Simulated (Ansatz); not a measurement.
# A computed series for hypothetical rutile SnS2: pressure series

Start from SnS$_{2}$ in the rutile structure (space group P4_2/mnm, No. 136; a = 6.071 Å, c = 3.787 Å; a hypothetical phase, not in the database extracts checked).

Cell and atoms are relaxed at each pressure.

All numbers come from PBEsol in Ansatz (plane waves to 420 eV, PAW, no spin-orbit coupling), earlier PAW set.

Notes on the quantities. enthalpy: H = E + PV relative to the base's energy.

```
change                 enthalpy  volume per atom  c/a ratio
----------------  -------------  ---------------  ---------
base                          –         23.26 Å³      0.624
pressure −2 GPa   -0.30 eV/atom         24.16 Å³      0.611
pressure −1 GPa   -0.15 eV/atom         23.67 Å³      0.618
pressure 1.8 GPa  +0.26 eV/atom         22.65 Å³      0.631
pressure 4.2 GPa  +0.59 eV/atom         21.97 Å³      0.639
pressure 9 GPa    +1.23 eV/atom         20.92 Å³      0.649
pressure 18 GPa   +2.37 eV/atom         19.52 Å³      0.663
pressure 45 GPa   +5.42 eV/atom         16.97 Å³      0.732
pressure 60 GPa   +6.94 eV/atom         15.67 Å³      0.885
```

A case with no gap was solved on a k-mesh chosen for an insulator, which is coarse for it. From pressure 60 GPa on, the axis ratios lie over 15 % from the base's, so the cell there is far from its starting form. Load acts through the strain it causes; cell and atoms are relaxed under it. No phonon test of stability was made. Competing high-pressure phases were not computed. The final runs are not spin-polarised.

Ansatz is a quantum-chemistry and plane-wave program.
